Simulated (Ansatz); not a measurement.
Pd (model structure, started from the simple cubic type, Pm-3m, No. 221, 1 atom in the cell) was calculated with PBEsol (PAW; Ansatz, an electronic-structure program).

Output (set-up and result lines):

```
WARN output.stress: scf.convergence.dr2_threshold = 1e-7 eV (the SCF's general default) is looser than the 1e-10 eV advised for a printed stress (1e-10 eV for …
Relaxation: its limit of steps is 80 (relax.max_steps)
Crystal: 1 atoms, lattice volume = 16.552 Å³
Basis set: ecut = 520 eV, 461 PW (Γ), exchange–correlation on 40×40×40 points (8 copies of the dense FFT grid, shifted against one another)
Bands: 13, of which v1, the nominal top of the filled ones, is band 9 counted from 1 (8 counted from 0)
Symmetry: 48 space group operations
Space group: Pm-3m (ITA 221), of the structure as read, at distance tolerance 2.5e-5 Å
k-points: 364 of 10648
Functional: x = pbesol(κ = 0.804, μ = 0.12345679012345678), c = pbesol(β = 0.046)
SCF iter   1: F=—  HF=-6906.057038 eV  |F-HF|=—  |Δ(HF+E_count)|=         —  Δρ=9.98e-3  dr2=1.44e-2
SCF iter   2: F=—  HF=-6906.053233 eV  |F-HF|=—  |Δ(HF+E_count)|=   3.81e-3  Δρ=2.64e-3  dr2=6.61e-4
  ...
SCF iter   5: F=-6906.053097 eV  HF=-6906.053097 eV  |F-HF|=4.76e-10  |Δ(HF+E_count)|=   2.56e-7  Δρ=5.93e-6  dr2=1.87e-9
SCF iter   6: F=-6906.053097 eV  HF=-6906.053097 eV  |F-HF|=5.73e-11  |Δ(HF+E_count)|=  5.46e-12  Δρ=7.53e-7  dr2=7.83e-11
SCF 1 converged in 6 iterations: F = -6906.053097 eV  dr2 = 7.83e-11
relax step   1: F+E_penalty+E_count = -6906.05309738 eV  Δ(F+E_penalty+E_count) = +0.000e0 eV  max|allowed force component| = 0.000e0 eV/Å  Δτ_max = 0.0000 Å  (6 SCF iters, accepted)
SCF converged after 6 iterations
Free energy (F): -6906.053097 eV
Internal energy: -6906.040087 eV  (E = F + TS)
E sigma→0 (E₀):  -6906.046592 eV
Fermi energy:    17.017232 eV
--- Forces (eV/Å), atoms counted from 1 ---
  atom   1  Pd    -0.00000000    -0.00000000     0.00000000
--- Stress (GPa, compression-positive) ---
        3.162160       0.000000       0.000000
        0.000000       3.162160       0.000000
        0.000000       0.000000       3.162160
  P = ⅓ Tr σ = 3.1622 GPa (31.622 kbar)
```

### Question
Write an input file that could have produced this run (the log leaves some choices open).

### Answer
One answer among several that fit: 
Ansatz 0.2 input:
```yaml
crystal:
  lattice:
    - [2.5484850913, 0.0, 0.0]
    - [0.0, 2.5484850913, 0.0]
    - [0.0, 0.0, 2.5484850913]
  atoms:
    - { symbol: Pd, position: [0.0, 0.0, 0.0] }
basis:
  ecutwfc: 520
  ecutrho_ratio: 4
  xc_grid: 2
kpoints:
  mp_grid: { grid: [22, 22, 22] }
hamiltonian:
  xc: pbesol
  dispersion: none
  pseudopotentials: { kind: paw }
scf:
  occupations: { method: fermi_dirac, width: 0.05 }
output:
  forces: false
  stress: true
  eigenvalues: true
relax:
  f_tol: 0.004
  escape_saddle: false
  max_steps: 80
```

The cell is one volume of an energy–volume scan, off the minimum.

The PAW data were made under PBE.

Note: the relaxation could raise the start's symmetry but not lower it, so the cell can be a saddle point.

A model structure was made by putting elements into a prototype or built by hand; it is no filed structure, need not be a known phase, and can be a saddle point held by its symmetry.
